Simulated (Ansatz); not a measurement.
Candidates (primitive cells; geometry: relaxed with this functional, without spin-orbit coupling):
A. LaPd$_{3}$ (Pm-3m), a = 4.1504 Å, b = 4.1504 Å, c = 4.1504 Å, α = 90.00°, β = 90.00°, γ = 90.00°
B. LaTe (Fm-3m), a = b = c = 4.5177 Å, α = β = γ = 60.00°
C. MgLa (Pm-3m), a = b = c = 3.9088 Å, α = β = γ = 90.00°

Task: Put the candidates in order of mean free path at 300 K, lowest first, for PBEsol, DFPT electron-phonon coupling, linearised Boltzmann equation in Ansatz (a first-principles code).

Result: C (3.8 nm), B (6.3 nm), A (26 nm)

Metals; harmonic phonons alone scatter; means over directions. The mean free path is weighted by the current that each state carries. Halving the electron mesh moves these values by up to 6 %; q meshes are mostly untested. Some of the runs warned that the eigensolver left states short of its tolerance. Spin-orbit coupling is left out.

Formula and space group known from diffraction (Crystallography Open Database), not checked to be the room-temperature form: LaPd3 (Pm-3m), LaTe (Fm-3m), MgLa (Pm-3m).
